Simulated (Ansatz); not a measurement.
Effect of electrons 5.0×10^21 cm⁻³ on Ca4As2O

Start from Ca$_{4}$As$_{2}$O (space group I4/mmm, No. 139; a = 4.499 Å, c = 15.266 Å; a cell from a computed database, its experimental status unchecked).

The change: 0.773 electrons added to each cell, a density of 5.0×10^21 cm⁻³, with a uniform compensating background at fixed cell and a 300 K Fermi–Dirac width.

The values are results of plane-wave PAW DFT at the PBEsol level (Ansatz, an electronic-structure program, 420 eV), without spin-orbit coupling, not measurements. k-mesh 15×15×15 (Γ-centred); smearing 0.0259 eV (Fermi–Dirac).

| quantity | base | changed | shift |
|---|---|---|---|
| gap between the host's bands | 1.11 eV | 1.17 eV | +0.06 eV |
| gap character | indirect, Γ → M | indirect, Γ → M | – |
| valley order (the lowest conduction-band minima on the path, energy above the VBM, named in the base's zone) | M (1/2, 1/2, 1/2) 1.11 eV; X (0, 0, 1/2) 1.73 eV | M (1/2, 1/2, 1/2) 1.17 eV; X (0, 0, 1/2) 1.79 eV | – |
| largest internal atomic displacement | – | 0.018 Å | – |
| Fermi level relative to the doped band's edge (positive inside the band; to 0.05 eV) | – | +0.90 eV | – |

Carriers are added with a uniform compensating background; total energy and stress of such cells depend on the potential's zero and are not compared; many-body gap narrowing is missing at this level. Stability against distortions was not tested.
